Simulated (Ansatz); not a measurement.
WIr₃ (model structure, started from the Cu3Au type, Pm-3m, No. 221, 4 atoms in the cell) was calculated with LDA (plane waves, PAW; Ansatz, a quantum-chemistry and plane-wave program).

Output (set-up and result lines):

```
WARN output.stress: scf.convergence.dr2_threshold = 1e-7 eV (the SCF's general default) is looser than the 4e-10 eV advised for a printed stress (1e-10 eV for …
Relaxation: its limit of steps is 80 (relax.max_steps)
Crystal: 4 atoms, lattice volume = 57.576 Å³
Basis set: ecut = 520 eV, 1551 PW (Γ), exchange–correlation on 60×60×60 points (8 copies of the dense FFT grid, shifted against one another)
Bands: 39, of which v1, the nominal top of the filled ones, is band 33 counted from 1 (32 counted from 0)
Symmetry: 48 space group operations
Space group: Pm-3m (ITA 221), of the structure as read, at distance tolerance 3.9e-5 Å
k-points: 120 of 2744
Functional: x = slater, c = lda
SCF iter   1: F=—  HF=-45121.197951 eV  |F-HF|=—  |Δ(HF+E_count)|=         —  Δρ=1.08e-2  dr2=9.05e-2
SCF iter   2: F=—  HF=-45121.193699 eV  |F-HF|=—  |Δ(HF+E_count)|=   4.25e-3  Δρ=5.68e-3  dr2=2.51e-2
  ...
SCF iter   5: F=—  HF=-45121.191451 eV  |F-HF|=—  |Δ(HF+E_count)|=   8.71e-7  Δρ=1.58e-5  dr2=1.22e-7
SCF iter   6: F=-45121.191451 eV  HF=-45121.191451 eV  |F-HF|=7.35e-10  |Δ(HF+E_count)|=   8.05e-9  Δρ=3.07e-6  dr2=3.65e-9
SCF 1 converged in 6 iterations: F = -45121.191451 eV  dr2 = 3.65e-9
relax step   1: F+E_penalty+E_count = -45121.19145101 eV  Δ(F+E_penalty+E_count) = +0.000e0 eV  max|allowed force component| = 2.524e-28 eV/Å  Δτ_max = 0.0000 Å  (6 SCF iters, accepted)
SCF converged after 6 iterations
Free energy (F): -45121.191451 eV
Internal energy: -45121.167900 eV  (E = F + TS)
E sigma→0 (E₀):  -45121.179675 eV
Fermi energy:    25.176692 eV
--- Forces (eV/Å), atoms counted from 1 ---
  atom   1  Ir     0.00000000     0.00000000    -0.00000000
  atom   2  Ir     0.00000000    -0.00000000     0.00000000
  atom   3  Ir     0.00000000    -0.00000000    -0.00000000
  atom   4  W     -0.00000000     0.00000000     0.00000000
--- Stress (GPa, compression-positive) ---
       -7.506748       0.000000       0.000000
        0.000000      -7.506748       0.000000
        0.000000       0.000000      -7.506748
  P = ⅓ Tr σ = -7.5067 GPa (-75.067 kbar)
```

**Question.** Write an input file that could have produced this run (the log leaves some choices open).

**Answer.** Several could match; the one computed here: 
Ansatz 0.2 input:
```yaml
crystal:
  lattice:
    - [3.8614191736, 0.0, 0.0]
    - [0.0, 3.8614191736, 0.0]
    - [0.0, 0.0, 3.8614191736]
  atoms:
    - { symbol: Ir, position: [0.0, 0.5, 0.5] }
    - { symbol: Ir, position: [0.5, 0.5, 0.0] }
    - { symbol: Ir, position: [0.5, 0.0, 0.5] }
    - { symbol: W, position: [0.0, 0.0, 0.0] }
basis:
  ecutwfc: 520
  ecutrho_ratio: 4
  xc_grid: 2
kpoints:
  mp_grid: { grid: [14, 14, 14] }
hamiltonian:
  xc: lda
  dispersion: none
  pseudopotentials: { kind: paw }
scf:
  occupations: { method: fermi_dirac, width: 0.05 }
output:
  forces: true
  stress: true
  eigenvalues: true
relax:
  f_tol: 0.004
  escape_saddle: false
  max_steps: 80
```

The cell is one volume of an energy–volume scan, off the minimum.

The PAW data were made under PBE.

Note: the run has no spin polarisation, so it can have missed a magnetic state. Note: the relaxation could raise the start's symmetry but not lower it, so the cell can be a saddle point.

It cost about 24 core-seconds (a rough figure) of CPU time.

A model structure was made by putting elements into a prototype or built by hand; it is no filed structure, need not be a known phase, and can be a saddle point held by its symmetry.
